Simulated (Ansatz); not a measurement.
We consider CsCl-type CoGa, described by BLYP in Ansatz (PAW).

Settings: plane-wave cutoff 520 eV, 20×20×20 k mesh, Fermi–Dirac smearing 0.05 eV, no spin polarisation, scalar-relativistic PAW data made under PBE.

Energies at three volumes about the minimum:

| V (Å³/atom) | E − E_lowest (meV/atom) |
|---|---|
| 12.322 | 2.45 |
| 12.573 | 0.00 |
| 12.825 | 2.18 |

Fit a parabola by hand: where is the minimum, what lattice constant follows, and what is the bulk modulus?

Slopes: (0.00 − 2.45)/(12.573 − 12.322) = -9.761 and (2.18 − 0.00)/(12.825 − 12.573) = 8.651 meV/Å³. Curvature E″ = 2 × (8.651 − (-9.761))/(12.825 − 12.322) = 73.209 meV/Å⁶. From the middle of the first interval, the slope vanishes at V0 = 12.4475 − (-9.761)/73.209 = 12.581 Å³/atom. B = V0 E″ = 12.581 × 73.209 meV/Å³ × 0.1602 GPa per meV/Å³ = 148 GPa. With 2 atoms in the cube, a = (2 × 12.581)^(1/3) = 2.930 Å. The full Birch–Murnaghan fit to all volumes gives V0 = 12.576 Å³/atom and B0 = 147 GPa.

Measured, for comparison: lattice constant a 2.878 Å (temperature not stated, copied from a table, unchecked, no zero-point or thermal correction; as tabulated in Monatshefte fuer Chemie und verwandte Teile anderer Wissenschaften 123, 509 (1992)).

Ansatz is an electronic-structure program.
